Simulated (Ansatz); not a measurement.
An Ansatz (a quantum-chemistry and plane-wave program) run: YB2; plane-wave PAW DFT at the PBEsol level (Ansatz, 420 eV), no spin-orbit coupling.

Input:

Ansatz 0.2 input:
```yaml
crystal:
  lattice:
    - [3.2724602361, 0, 0]
    - [-1.6362301181, 2.8340336973, 0]
    - [0, 0, 3.8253881541]
  atoms:
    - { symbol: Y, position: [0, 0, 0] }
    - { symbol: B, position: [0.3333333333, 0.6666666667, 0.5] }
    - { symbol: B, position: [0.6666666667, 0.3333333333, 0.5] }
basis: { ecutwfc: 420, ecutrho_ratio: 4, xc_grid: 2, fft_grid_basis: typed }
kpoints: { mp_grid: { grid: [16, 16, 12] } }
hamiltonian:
  xc: pbesol
  dispersion: none
  pseudopotentials: { kind: paw }
scf: { occupations: { method: fermi_dirac, width: 0.05 }, convergence: { dr2_threshold: 0.0000000003 } }
output: { forces: true, stress: true }
```

Output (explanatory and most iteration lines left out):

```
Pseudopotential: Y, paw, valence charge 11
Pseudopotential: B, paw, valence charge 3
Crystal: 3 atoms, lattice volume = 35.478 Å³
Basis set: ecut = 420 eV, 709 PW (Γ), exchange–correlation on 48×48×54 points (8 copies of the dense FFT grid, shifted against one another)
Bands: 13, of which v1, the nominal top of the filled ones, is band 9 counted from 1 (8 counted from 0)
Symmetry: 24 space group operations
Space group: P6/mmm (ITA 191), of the structure as read, at distance tolerance 3.3e-5 Å
k-points: 210 of 3072
Functional: x = pbesol(κ = 0.804, μ = 0.12345679012345678), c = pbesol(β = 0.046)
SCF iter   1: F=—  HF=-4102.301125 eV  |F-HF|=—  |Δ(HF+E_count)|=         —  Δρ=3.45e-3  dr2=5.35e-3  ethr=1.77e-3  ⟨swp⟩=5.6  Hψ=14286  notcnv=0
SCF iter   2: F=—  HF=-4102.300212 eV  |F-HF|=—  |Δ(HF+E_count)|=   9.14e-4  Δρ=1.79e-3  dr2=1.36e-3  ethr=3.14e-5  ⟨swp⟩=1.7  Hψ=5057  notcnv=0
SCF 1 converged in 8 iterations: F = -4102.299881 eV  dr2 = 1.54e-11
SCF converged after 8 iterations
Free energy (F): -4102.299881 eV
Internal energy: -4102.291686 eV  (E = F + TS)
E sigma→0 (E₀):  -4102.295783 eV
Entropy (-TS):   -0.008196 eV (-2.732 meV/atom)
Fermi energy:    12.159082 eV
--- Forces (eV/Å), atoms counted from 1 ---
  atom   1  Y     -0.00000000     0.00000000     0.00000000
  atom   2  B     -0.00000000    -0.00000000     0.00000000
  atom   3  B      0.00000000     0.00000000     0.00000000
--- Stress (GPa, compression-positive) ---
        0.000634       0.000000       0.000000
        0.000000       0.000634       0.000000
        0.000000       0.000000      -0.001176
  P = ⅓ Tr σ = 0.0000 GPa (0.000 kbar)
```

Whether these cells are dynamically stable was not tested. The final runs are not spin-polarised. An odd electron count without spin: YB2. The cell is YB$_{2}$ (space group P6/mmm, No. 191).
